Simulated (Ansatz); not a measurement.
N on the 1x1 (0001) surface of hcp Ti, one in a 2x2 cell, started at the site 'hollow Ti-Ti-Ti over Ti at depth 2.2 Å'

Calculation: r2SCAN, at the PBE geometry (plane waves to 500 eV, PAW; Ansatz, an electronic-structure program).

Set-up: 17 atoms, 6.8 Å thick at the start under the adsorbate (thin: gaps and levels are the slab's own); mesh 6x6x1; 0.1 eV smearing; dipole correction on; single point; on the structure that PBE left under its start's symmetry; no spin, no spin-orbit, no U, no dispersion correction. At the end it is bonded to 3 Ti. In PBE this state lies 0.08 eV over the lowest of the starts that converged ('hollow Ti-Ti-Ti').

| Property | Value |
|---|---|
| adsorption energy against ½ N2(g) at the same level | -311 kJ/mol |
| work function of the top face | 4.60 eV |
| change of the work function | 0.079 eV |
| change of the step from the bottom to the top vacuum level, against the clean slab | 0.085 eV |
| height of the binding atom over the mean of the host atoms within 0.3 Å of the top one | 0.763 Å |
| nearest host atoms of the binding atom | Ti at 1.90 Å, Ti at 1.90 Å, Ti at 1.90 Å |
| cost | around 2.7 core-minutes (rough) |

A negative adsorption energy means that the adsorbate is more stable on the surface than in its reference.
